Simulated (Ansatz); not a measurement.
A self-consistent single point of NbC (Fm-3m, 2 atoms in the cell) with Ansatz (an electronic-structure program).

Method: PBE (plane waves, PAW; Ansatz).

The change in words: lattice scaled by 0.98. Reference geometry:
```yaml
crystal:
  lattice:
    - [0.00000, 2.22632, 2.22632]
    - [2.22632, 0.00000, 2.22632]
    - [2.22632, 2.22632, 0.00000]
  atoms:
    - { symbol: Nb, position: [0.00000, 0.00000, 0.00000] }
    - { symbol: C, position: [0.50000, 0.50000, 0.50000] }
```

Reference input (self-consistent single point, DFT, PBE, plane waves, default PAW files): basis.ecutwfc = 420 eV; kpoints.mp_grid.grid = 10 10 10; hamiltonian.xc = pbe; hamiltonian.pseudopotentials = {kind: paw} (the program's default PAW files); scf.occupations.method = gaussian; scf.occupations.width = 0.1 eV. This run's input differs from it in these lines:

```diff
@@ -2,5 +2,5 @@
   lattice:
-    - [0.000000, 2.226320, 2.226320]
-    - [2.226320, 0.000000, 2.226320]
-    - [2.226320, 2.226320, 0.000000]
+    - [0.000000, 2.181794, 2.181794]
+    - [2.181794, 0.000000, 2.181794]
+    - [2.181794, 2.181794, 0.000000]
   atoms:
```

Output, abridged:

```
SCF iter   1: F=—  HF=-4804.176890 eV  |F-HF|=—  |Δ(HF+E_count)|=         —  Δρ=3.41e-3  dr2=2.64e-3  ethr=1.77e-3  ⟨swp⟩=5.0  Hψ=3167  notcnv=0
all-band conjugate gradients solve this SCF's bands
preconditioner: auto → none
SCF iter   2: F=—  HF=-4804.176305 eV  |F-HF|=—  |Δ(HF+E_count)|=   5.84e-4  Δρ=1.59e-3  dr2=5.29e-4  ethr=1.55e-5  ⟨swp⟩=1.4  Hψ=1046  notcnv=0
SCF iter   3: F=—  HF=-4804.176251 eV  |F-HF|=—  |Δ(HF+E_count)|=   5.42e-5  Δρ=1.17e-4  dr2=1.58e-6  ethr=3.11e-6  ⟨swp⟩=2.2  Hψ=749  notcnv=0
SCF iter   4: F=—  HF=-4804.176250 eV  |F-HF|=—  |Δ(HF+E_count)|=   1.13e-6  Δρ=2.87e-5  dr2=9.01e-8  ethr=9.30e-9  ⟨swp⟩=2.0  Hψ=944  notcnv=0
iter 5 did not close the SCF: its close was put off for the readings that it lacked (scf_convergence_deferred on its scf_iter line)
SCF iter   5: F=-4804.176250 eV  HF=-4804.176250 eV  |F-HF|=1.56e-9  |Δ(HF+E_count)|=   6.91e-9  Δρ=6.24e-6  dr2=2.99e-9  ethr=5.30e-10  ⟨swp⟩=2.9  Hψ=984  notcnv=0
SCF iter   6: F=-4804.176250 eV  HF=-4804.176250 eV  |F-HF|=6.64e-11  |Δ(HF+E_count)|=   2.31e-9  Δρ=8.99e-7  dr2=1.11e-10  ethr=1.76e-11  ⟨swp⟩=3.2  Hψ=2017  notcnv=0
SCF 1 converged in 6 iterations: F = -4804.176250 eV  dr2 = 1.11e-10
Free energy (F): -4804.176250 eV
Internal energy: -4804.174770 eV  (E = F + TS)
E sigma→0 (E₀):  -4804.175510 eV
Entropy (-TS):   -0.001480 eV (-0.740 meV/atom)
Fermi energy:    20.259053 eV
--- Forces (eV/Å), atoms counted from 1 ---
  atom   1  Nb    -0.00000000     0.00000000     0.00000000
  atom   2  C      0.00000000    -0.00000000     0.00000000
--- Stress (GPa, compression-positive) ---
       29.315843       0.000000      -0.000000
       -0.000000      29.315843      -0.000000
       -0.000000       0.000000      29.315843
  P = ⅓ Tr σ = 29.3158 GPa (293.158 kbar)
  The stress holds the Pulay correction. Without it, at fixed plane waves, as pw.x and ABINIT print it: P = 29.0415 GPa
```

The run converged in 6 iterations. Against the reference run the free energy goes up by 70.7 meV/atom and the pressure goes from 6.73 to 29.32 GPa.

The starting cell comes from a database of computed structures (which also holds hypothetical and non-ambient phases and stackings), without a prior relaxation at this level. Its lattice was rescaled by a random factor within 2.5 % of one. For this run, on top of that: lattice scaled by 0.98. Spin polarisation is off. With a pressure of about 29 GPa the cell is away from its equilibrium volume at this level. Ansatz's pressure includes its estimate of the finite-basis (Pulay) stress.

Keys are those of Ansatz 0.2.
